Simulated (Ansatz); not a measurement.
For ZnSe (model structure, started from the BeO type, P4₂/mnm, No. 136, 8 atoms in the cell), PBE-D3(BJ) in Ansatz (plane waves, PAW) gives:

- lattice constant a: 6.872 Å
- c axis length: 4.033 Å
- cohesive energy: 2.83 eV/atom

Problem. What does r²SCAN+rVV10 (PAW; Ansatz, a first-principles code) give for the same quantities?

Solution. 
- lattice constant a: 6.848 Å (decreases by 0.3 %)
- lattice parameter c: 4.020 Å (shrinks by 0.3 %)
- cohesive energy: 2.96 eV/atom (increases by 0.13 eV/atom)

Changes are worked out from the printed values.

Unless a cell is named, each level is at its own relaxed cell (PBE-D3(BJ) 23.80, r²SCAN+rVV10 23.56 Å³/atom).

Ansatz's density-functional and Hartree–Fock values are scalar-relativistic unless marked +SOC, with PAW data made under PBE.

A model structure was made by putting elements into a prototype or built by hand; it is no filed structure, need not be a known phase, and can be a saddle point held by its symmetry.
